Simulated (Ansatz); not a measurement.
**Al3Sc: energy against volume**

Al3Sc (L1_2, Pm-3m, 17.300 Å³/atom and stress up to 0.01 GPa in the relaxed cell, cube axes along x, y and z) under hydrostatic pressure, with the cell free. PBE in Ansatz, a plane-wave DFT program (PAW, default set), 420 eV, 11×11×11 Γ-centred mesh, Fermi-Dirac smearing 0.05 eV; ions are relaxed, or left where forces stay under 0.02 eV/Å, within the symmetry of each cell.

Here V stands for volume and E for E less E0.

```
volume (Å³/atom)  E less E0 (meV/atom)  pressure (GPa)
----------------  --------------------  --------------
17.7272                           2.83           -2.01
17.5073                           0.70           -1.01
17.2997                           0.00            0.00
17.1277                           0.44            0.88
16.9058                           2.45            2.09
16.5061                          10.54            4.49
15.8605                              ?               ?
```

The 6 complete rows are fitted with the third-order Birch-Murnaghan form, a cubic in V^(-2/3), E against V. With u = V^(-2/3) - 0.1502, the rows have u = -0.0031134, -0.0018843, -0.0007001, 0.0002991, 0.0016132, 0.0040542. Least squares gives E = 0.208 + 627.8·u + 472829·u² + 230576·u³. Residuals (row less fit): 0.000, -0.002, 0.000, 0.002, -0.002, 0.000; standard error 0.003 (degrees of freedom: 2). Its minimum lies at u = -0.0006642, so V0 = (0.1495358)^(-3/2) = 17.29. There d²E/du² = 944700 and d³E/du³ = 1383000, so B0 = (4/9) × 17.29^(-7/3) × 944700 × 0.160218 = 87.0 GPa (the last factor turns the table's units into GPa), and B0' = 4 + (2/3) × 0.1495358 × (1383000)/944700 = 4.1. B0' rests on the cubic coefficient alone and has a standard error of 0.1 from these residuals.

Q: Estimate the missing E (V = 15.8605); what did the run itself give?

A: u = 0.0082122, so E = 0.208 + 627.8 × 0.0082122 + 472829 × 0.0082122² + 230576 × 0.0082122³ = 37.379 meV/atom. The calculation gives 37.35 meV/atom, 0.029 meV/atom below the prediction (0.1 % of the range of E in the table). The row lies outside the fitted rows, so this is an extrapolation. The scatter of the fitted rows lies at the last printed digit.

In a metal these values are sensitive to mesh and smearing; energies are taken to zero smearing, stresses follow the free energy. The runs aren't spin-polarised. Other structures, which can take over under pressure, weren't tried. The same form fitted to the pressure column gives B0' = 4.2; series where the two differ by over 0.4 aren't shown. Rows are the converged runs of the series near zero and its far end, less any whose ions stayed unrelaxed beside relaxed ones; series whose fitted rows scatter by over a few per cent of the range, as at a crossing or softening among them, aren't shown in this form.
